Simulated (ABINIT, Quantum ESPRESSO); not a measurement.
An ABINIT input for a self-consistent single point of Cu2WSe4 (I-42m, 7 atoms in the cell) (DFT, PBEsol, plane waves, PAW (JTH v2.0 PBE PAW, files made for PBE)):

```
# Cu2WSe4, JTH v2.0 PBE PAW
pp_dirpath "./"
pseudos "Cu.GGA_PBE-JTH.xml, W.GGA_PBE-JTH.xml, Se.GGA_PBE-JTH.xml"
acell 12.4294050014 12.4294050014 12.4294050014
rprim
        -0.4059741088    0.4059741088    0.8187612876
         0.4059741088   -0.4059741088    0.8187612876
         0.4059741088    0.4059741088   -0.8187612876
natom 7
ntypat 3
znucl 29 74 34
typat 1 1 2 3 3 3 3
xred
         0.0000000000    0.5000000000    0.5000000000
         0.5000000000    0.0000000000    0.5000000000
         0.0000000000    0.0000000000    0.0000000000
         0.8828700000    0.3673300000    0.0000000000
         0.6326700000    0.6326700000    0.5155400000
         0.3673300000    0.8828700000    0.0000000000
         0.1171300000    0.1171300000    0.4844600000
ecut 30
pawecutdg 60
pawovlp -1
pawxcdev 0
ixc -116133
occopt 1
nband 41
kptopt 1
ngkpt 3 3 3
nshiftk 1
shiftk 0 0 0
nstep 80
toldfe 1.0e-09
prtwf 0
prtden 0
enunit 2
```

Problem. Translate this input to Quantum ESPRESSO.

Solution. This is the input that was run; spellings and numerical settings could be chosen otherwise.

```fortran
&CONTROL
    calculation = 'scf'
    prefix = 'Cu2WSe4'
    outdir = './tmp'
    pseudo_dir = './'
    tprnfor = .true.
    tstress = .true.
/
&SYSTEM
    ibrav = 0
    nat = 7
    ntyp = 3
    ecutwfc = 95
    occupations = 'fixed'
    nbnd = 64
/
&ELECTRONS
    conv_thr = 1.0d-10
    mixing_beta = 0.7
/
ATOMIC_SPECIES
Cu    63.5460  Cu.upf
W    183.8400  W.upf
Se    78.9710  Se.upf
ATOMIC_POSITIONS {angstrom}
Cu    2.6702370000    0.0000000000    0.0000000000
Cu    0.0000000000    2.6702370000    0.0000000000
W     0.0000000000    0.0000000000    0.0000000000
Se   -1.3766139830    1.3766139830    6.7326845572
Se    1.3766139830    1.3766139830    4.0378874428
Se    1.3766139830   -1.3766139830    6.7326845572
Se    1.2936230170    1.2936230170   -1.3473985572
K_POINTS {automatic}
3 3 3  0 0 0
CELL_PARAMETERS {angstrom}
  -2.6702370000     2.6702370000     5.3852860000
   2.6702370000    -2.6702370000     5.3852860000
   2.6702370000     2.6702370000    -5.3852860000
```

Basis, cutoffs, solver keys and any potentials are the target program's own. This input uses DFT, PBEsol, plane waves, PseudoDojo standard norm-conserving (PBESOL) pseudopotentials.

The starting cell comes from a database of computed structures (which also holds hypothetical and non-ambient phases and stackings), without a prior relaxation at this level. Its lattice was rescaled by a random factor within 2.5 % of one. For this run, on top of that: lattice scaled by 0.98.
